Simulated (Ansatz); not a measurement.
Cost and result by functional for the adsorption energy of NH3 on the 1x1 (10-10) surface of wurtzite GaN (cut with top plane Ga + N), one in a 2x1 cell, started at the site 'hollow Ga', in Ansatz (plane waves, PAW). Single points on the PBE structure, on one kind of machine; costs are rough ratios of the slab run's core time (references not counted) to the cheapest single point. r2SCAN's cost holds its higher cutoff (500 against 420 eV). Differences are taken against HSE06 for comparison alone: no measured value is at hand, so the table doesn't rank accuracy. HSE06 ran on a coarser k-mesh, which lowers its cost and may carry part of its shift.

Host crystal: wurtzite GaN, with a band gap (PBE, scalar-relativistic without spin-orbit coupling).

Slab: 36 atoms, 9.3 Å thick at the start under the adsorbate (thin: gaps and levels are the slab's own); k 3x4x1, smearing 0.01 eV, dipole-corrected; 16 atoms held, the rest relaxed; no symmetry held; no spin, no spin-orbit, no U, no dispersion correction. At the end it is bonded to Ga. In PBE it is, or lies within 0.03 eV of, the lowest of the starts that converged. These notes are the PBE run's. Adsorption energies are against NH3(g). A negative adsorption energy means that the adsorbate is more stable on the surface than in its reference.

```json
[
 {"functional": "RPBE", "relative cost": "1", "adsorption energy (eV)": "-0.94", "less HSE06 (eV)": "0.33"},
 {"functional": "r2SCAN", "relative cost": "2", "adsorption energy (eV)": "-1.39", "less HSE06 (eV)": "-0.12"},
 {"functional": "HSE06", "relative cost": "30", "adsorption energy (eV)": "-1.27", "less HSE06 (eV)": "0.00"},
 {"functional": "PBE (the relaxed run's value)", "relative cost": "–", "adsorption energy (eV)": "-1.21", "less HSE06 (eV)": "0.06"}
]
```

The values span 0.45 eV, while the single points' costs differ by a factor of roughly 30. Differences are of unrounded values.

Ansatz is a program for electronic structure.
